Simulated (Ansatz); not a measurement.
The reference is ZrSi in the rock salt structure (space group Fm-3m, No. 225; a = 5.3423 Å; a hypothetical phase, not in the database extracts checked; relaxed with 0.1 eV smearing). Axes: x, y, z lie along the cube axes.

The values are results of PBEsol (Ansatz, an electronic-structure program; PAW; 420 eV plane waves; scalar-relativistic without spin-orbit coupling), earlier PAW set, not measurements.

The change: uniaxial strain ε_yy = −1.30 %, all other strain components held at zero, atoms relaxed at fixed cell.

Question: Predict the stress tensor and what it implies for the stiffness.

Answer: Stress of the strained cell less that of the base (GPa, compression positive):
```
    0.5     0.0     0.0
    0.0     4.0     0.0
    0.0     0.0     0.5
```

Then −Δσ_ii/ε with ε = -0.0130 gives secant stiffness values (nonlinear terms included at this strain): C22 ≈ 308 GPa, C12 ≈ 39 GPa and C23 ≈ 39 GPa.

Whether these cells are dynamically stable was not tested. All final runs are without spin polarisation.
